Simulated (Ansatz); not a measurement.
# Several settings converged on a (001) slab of Au (cut from a parent of space group no. 225; 4 atoms in the cell)

```xyz
4
Lattice="2.8763 0.0000 0.0000 -2.8763 2.8763 0.0000 0.0000 0.0000 20.1016" Properties=species:S:1:pos:R:3 pbc="T T T"
Au     0.0000     0.0000     9.0338
Au    -1.4382     1.4382     7.0000
Au     0.0000     0.0000    13.1016
Au    -1.4382     1.4382    11.0677
```

Base method: PBEsol, PAW files made with PBE (plane waves; Ansatz, a quantum-chemistry and plane-wave program).

Base settings: basis.ecutwfc = 30.9 Ry; kpoints.mp_grid.grid = 15 15 1; hamiltonian.xc = pbesol; hamiltonian.pseudopotentials = {kind: paw} (the program's default PAW files); scf.occupations.method = fermi_dirac; scf.occupations.width = 0.0073 Ry.

The count of work is k-points × plane waves × bands × iterations; it is no time. Core times come from one kind of shared machine, to one figure; runs under 30 s give none.

**The vacuum**

The mesh stays at the base's, so the ladder's end is converged at best in this setting alone.

Only quantities that move along the ladder and can be compared are tabulated.

```tsv
vacuum between outermost atoms (Å)	free energy less the last step's (meV/atom)	largest difference of a force vector from the last step's (eV/Å)	count of work / last
3.0	-165.09	0.673	0.25
4.0	-50.52	0.216	0.25
5.0	-11.88	0.042	0.31
6.0	-2.58	0.005	0.34
7.0	-0.60	0.000	0.36
8.0	-0.13	0.000	0.39
10.0	0.00	0.000	0.44
12.0	0.00	0.000	0.50
14.0	0.00	0.000	0.56
17.0	0.00	0.000	0.64
20.0	0.00	0.000	0.72
25.0	0.00	0.000	0.86
30.0	0.00	0.000	1.0
```

Smallest vacuum between outermost atoms (Å) that holds the free energy within 0.5 meV/atom of the last step, with all finer ones: 8.0, at 0.39 of the last step's count of work; the step before is off by 0.60 meV/atom.

Smallest vacuum between outermost atoms (Å) that holds the forces within 0.01 eV/Å of the last step, with all finer ones: 6.0, at 0.34 of the last step's count of work; the step before is off by 0.042 eV/Å.

**The depth of the slab**

On a (001) slab of Au (cut from a parent of space group no. 225; 2 atoms in the cell), and deeper slabs.

Surface energy = (E_slab − N e_bulk)/2A, with e_bulk from the bulk crystal on its finest mesh (560 k-points); errors per atom of slab and bulk, whose meshes differ, grow with N.

The mesh stays at the base's, so the ladder's end is converged at best in this setting alone.

Only quantities that move along the ladder and can be compared are tabulated.

| atoms | unrelaxed surface energy (J/m²) | count of work / last | core time / last (rough) |
|---|---|---|---|
| 2 | 1.227 | 0.051 | – |
| 4 | 1.192 | 0.14 | – |
| 6 | 1.178 | 0.29 | – |
| 8 | 1.174 | 0.40 | – |
| 10 | 1.178 | 0.57 | 0.8 |
| 12 | 1.172 | 0.77 | 1 |
| 14 | 1.172 | 1.0 | 1 |

Smallest size that holds the unrelaxed surface energy within 0.01 J/m² of the last step, with all finer ones: 6, at 0.29 of the last step's count of work; the step before is off by 0.020 J/m².

On the base run: the starting cell has typed, rounded lattice constants, without a prior relaxation at this level. The slab is cut from that crystal, and its faces are unrelaxed. Its lattice was rescaled by up to half a per cent.

Keys are those of Ansatz 0.2.
